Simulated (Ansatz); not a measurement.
Inside the gap of an insulator the Bloch states are evanescent, with a wavenumber k + iκ along the transport direction.

Consider the following.

```
MgH2
1.0
    2.99254     0.00000     0.00000
    0.00000     4.47669     0.00000
    0.00000     0.00000     4.47669
Mg H
2 4
Cartesian
  1.49627   2.23834   2.23834
  0.00000   0.00000   0.00000
  0.00000   3.11385   3.11385
  0.00000   1.36284   1.36284
  1.49627   0.87551   3.60118
  1.49627   3.60118   0.87551
```

Space group of this cell: P4_2/mnm, rutile. The cell is taken as given.

Transport runs along the normal of the first two printed cell vectors, the (100) plane of the conventional cell.

The gap is the functional's own, uncorrected, and κ follows it; spin-orbit coupling is left out. Mid-gap values are interpolated between the computed energies.

### Question
State the band gap and the smallest decay constant κ at mid-gap according to r2SCAN run with Ansatz (a first-principles code).

### Answer
Gap 4.42 eV on a 10×8×8 mesh; κ = 0.347 1/Å, at (0.000, 0.500) of the in-plane reciprocal vectors. At the zone centre, at the nearest computed energy, the slowest state has κ = 0.43 1/Å.
